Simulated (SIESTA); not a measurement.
**Short convergence ladders for HfPd2 (I4mm, 3 atoms in the cell)**

```yaml
crystal:
  lattice:
    - [-1.69453, 1.69453, 4.34401]
    - [1.69453, -1.69453, 4.34401]
    - [1.69453, 1.69453, -4.34401]
  atoms:
    - { symbol: Hf, position: [0.00575, 0.00575, 0.00000] }
    - { symbol: Pd, position: [0.33903, 0.33903, 0.00000] }
    - { symbol: Pd, position: [0.66097, 0.66097, 0.00000] }
```

Base method: GGA PBEsol, numerical atomic orbitals TZP, PseudoDojo PBEsol standard norm-conserving potentials (rewritten from UPF to PSML) run with SIESTA.

Base settings: XC.functional = GGA; XC.authors = PBEsol; potentials = PseudoDojo PBEsol standard; PAO.BasisSize = TZP; PAO.EnergyShift = 0.005 Ry; MeshCutoff = 400 Ry; kgrid.MonkhorstPack = 6 6 6; OccupationFunction = FD; ElectronicTemperature = 1160.45 K; MaxSCFIterations = 150.

**The k-point mesh**

The second cell is the first with its lattice scaled by 0.98.

Only quantities that move along the ladder and can be compared are tabulated.

| kgrid.MonkhorstPack | free energy less the last step's (meV/atom) | energy of the compressed cell less the first (meV/atom) | pressure (GPa) | largest difference of a force vector from the last step's (eV/Å) |
|---|---|---|---|---|
| 2 2 2 | 130.36 | 26.12 | -0.81 | 0.130 |
| 4 4 4 | 9.22 | 16.55 | -2.27 | 0.080 |
| 6 6 6 | -6.36 | 15.12 | -2.57 | 0.007 |
| 7 7 7 | 3.21 | 15.83 | -2.42 | 0.004 |
| 10 10 10 | 0.00 | 14.78 | -2.58 | 0.000 |

Coarsest kgrid.MonkhorstPack that holds the pressure within 0.5 GPa of the last step, with all finer ones: 4 4 4; the step before is off by 1.8 GPa.

Coarsest kgrid.MonkhorstPack that holds the forces within 0.02 eV/Å of the last step, with all finer ones: 6 6 6; the step before is off by 0.080 eV/Å.

Coarsest kgrid.MonkhorstPack that holds the free energy within 5 meV/atom: not settled: the last two steps still differ by 3.2 meV/atom, over half the tolerance, so the ladder does not show it.

**Shifted k-point meshes**

Only quantities that move along the ladder and can be compared are tabulated.

```tsv
kgrid.MonkhorstPack	free energy less the last step's (meV/atom)	pressure (GPa)	largest difference of a force vector from the last step's (eV/Å)
2 2 2 shifted by 0.5 0.5 0.5	275.57	-3.38	0.222
4 4 4 shifted by 0.5 0.5 0.5	4.14	-2.07	0.042
6 6 6 shifted by 0.5 0.5 0.5	-4.33	-2.59	0.002
14 14 14 shifted by 0.5 0.5 0.5	0.00	-2.54	0.000
```

Coarsest kgrid.MonkhorstPack that holds the forces within 0.02 eV/Å of the last step, with all finer ones: 6 6 6 shifted by 0.5 0.5 0.5; the step before is off by 0.042 eV/Å.

Coarsest kgrid.MonkhorstPack that holds the free energy within 5 meV/atom: not settled: the last two steps still differ by 4.3 meV/atom, over half the tolerance, so the ladder does not show it.

Coarsest kgrid.MonkhorstPack that holds the pressure within 0.2 GPa of the last step, with all finer ones: 6 6 6 shifted by 0.5 0.5 0.5; the step before is off by 0.47 GPa.

**The k-point mesh at a smearing width of 0.02 eV**

In this ladder: ElectronicTemperature = 232.09 K.

Only quantities that move along the ladder and can be compared are tabulated.

| kgrid.MonkhorstPack | free energy less the last step's (meV/atom) | pressure (GPa) | largest difference of a force vector from the last step's (eV/Å) |
|---|---|---|---|
| 5 5 5 | 6.81 | -3.09 | 0.010 |
| 7 7 7 | 4.21 | -2.38 | 0.028 |
| 10 10 10 | -1.33 | -2.71 | 0.013 |
| 12 12 12 | 0.00 | -2.62 | 0.000 |

Coarsest kgrid.MonkhorstPack that holds the forces within 0.02 eV/Å: not settled: the last two steps still differ by 0.013 eV/Å, over half the tolerance, so the ladder does not show it.

Coarsest kgrid.MonkhorstPack that holds the free energy within 5 meV/atom of the last step, with all finer ones: 7 7 7; the step before is off by 6.8 meV/atom.

Coarsest kgrid.MonkhorstPack that holds the pressure within 0.2 GPa of the last step, with all finer ones: 10 10 10; the step before is off by 0.24 GPa.

On the base run: the starting cell comes from a database of computed structures (which also holds hypothetical and non-ambient phases and stackings), without a prior relaxation at this level. Its lattice was rescaled by up to half a per cent. One atom was moved a little off its site on purpose. Spin polarisation is off. Values carry the incompleteness of an atom-centred basis.
